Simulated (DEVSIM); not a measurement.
System: Cr/Al2O3/n-Ge capacitor, at 300 K.

| layer (left to right) | material | thickness (nm) | Nd (cm⁻³) |
|---|---|---|---|
| 1 | Al2O3 | 9.60 | - |
| 2 | Ge | 960 | 3.8e17 |

Metal gate on the left, work function 4.5 eV. Fixed charge at the semiconductor interface 0 cm⁻² (in units of +e); no interface traps.

This is a model device: material constants are rounded textbook-type values typed into the input, and sizes, dopings and lifetimes were drawn at random. Values at 300 K.

| parameter | Al2O3 | Ge |
|---|---|---|
| gap (eV) | 6.8 | 0.664 |
| affinity (eV) | 1.35 | 4 |
| permittivity | 9 | 16 |
| Nc (cm⁻³) | - | 1.04e19 |
| Nv (cm⁻³) | - | 6e18 |

DEVSIM, 1D Poisson equation in equilibrium, Boltzmann statistics, complete ionisation; no quantum confinement or tunnelling. Metal contacts follow the ideal Schottky-Mott rule: no Fermi-level pinning, no interface dipoles.

The Al2O3 thickness was swept, all else fixed.

| Al2O3 thickness (μm) | threshold voltage (band bending 2φF) (V) | minimum of the low-frequency capacitance (μF/cm²) | capacitance of the dielectric stack (μF/cm²) |
|---|---|---|---|
| 0.0038 | -0.24 | 0.298 | 2.10 |
| 0.0053 | -0.29 | 0.280 | 1.50 |
| 0.0067 | -0.34 | 0.267 | 1.19 |
| 0.0082 | … | … | 0.972 |
| 0.0096 | -0.45 | 0.243 | 0.830 |
| 0.012 | -0.54 | 0.226 | 0.664 |

### Question
What belongs in the gaps?

### Answer

- 0.0082, threshold voltage (band bending 2φF) (V): -0.40
- 0.0082, minimum of the low-frequency capacitance (μF/cm²): 0.255
